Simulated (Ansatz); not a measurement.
## Mo in the simple cubic structure (space group Pm-3m, No. 221; a hypothetical phase, not in the database extracts checked)

```cif
data_Mo
_chemical_formula_sum 'Mo1'
_space_group_name_H-M_alt 'Pm-3m'
_space_group_IT_number 221
_space_group_name_Hall '-P 4 2 3'
_cell_length_a 2.56916
_cell_length_b 2.56916
_cell_length_c 2.56916
_cell_angle_alpha 90.000
_cell_angle_beta 90.000
_cell_angle_gamma 90.000
loop_
_atom_site_label
_atom_site_type_symbol
_atom_site_symmetry_multiplicity
_atom_site_Wyckoff_symbol
_atom_site_fract_x
_atom_site_fract_y
_atom_site_fract_z
_atom_site_occupancy
Mo1 Mo 1 a 0.00000 0.00000 0.00000 1
```

Calculations: PBEsol in Ansatz (plane waves to 420 eV, PAW, no SOC). Settings: 18×18×18 k-points, 0.05 eV Fermi–Dirac smearing.

```json
{
  "volume_per_atom": "16.96 Å³",
  "density": "9.39 g/cm³",
  "band_gap": "zero",
  "total_energy": "-4896.268 eV/atom (σ→0; compares only within this code and set-up)"
}
```

Stability against distortions was not tested. All final runs are without spin polarisation.

Ansatz is an electronic-structure program.
